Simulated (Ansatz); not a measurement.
## How far PBE and r2SCAN part for CdSe, pressure 10 GPa

Start from CdSe in the zinc blende structure (space group F-43m, No. 216; a = 6.1964 Å).

(Cell as relaxed with PBE.)

Levels (all Ansatz, a quantum-chemistry and plane-wave program, PAW, earlier PAW set): PBE (420 eV, no spin-orbit coupling); r2SCAN (500 eV, no SOC).

Each level relaxes its own structure.

```json
[
 {"base": "volume per atom", "PBE": "29.74 Å³", "r2SCAN": "28.84 Å³"},
 {"base": "lattice parameter a", "PBE": "619.6 pm", "r2SCAN": "613.3 pm"},
 {"base": "band gap", "PBE": "0.49 eV", "r2SCAN": "1.03 eV"}
]
```

Now apply this change: a hydrostatic pressure of 10 GPa.

```tsv
quantity	PBE	r2SCAN
shortest interatomic distance	254.8 pm	___
electron mass	0.074 mₑ (at Γ)	___
```

Problem. Predict the r2SCAN column.

Solution. 
- shortest interatomic distance, r2SCAN: 253.4 pm
- electron mass, r2SCAN: 0.11 mₑ (at Γ)

PBE's shortest interatomic distance lies 1.34 pm above r2SCAN's (0.5 %). Neither level is exact; r2SCAN is the comparison here, not a measurement.

Load acts through the strain it causes; cell and atoms are relaxed under it. Effective masses come from finite differences of ±0.01 Å⁻¹. No phonon test of stability was made. Tetrahedral semiconductors of this kind turn to denser phases somewhere between about 1 and 50 GPa; those were not computed, so compressed cells here can lie past the real transition.
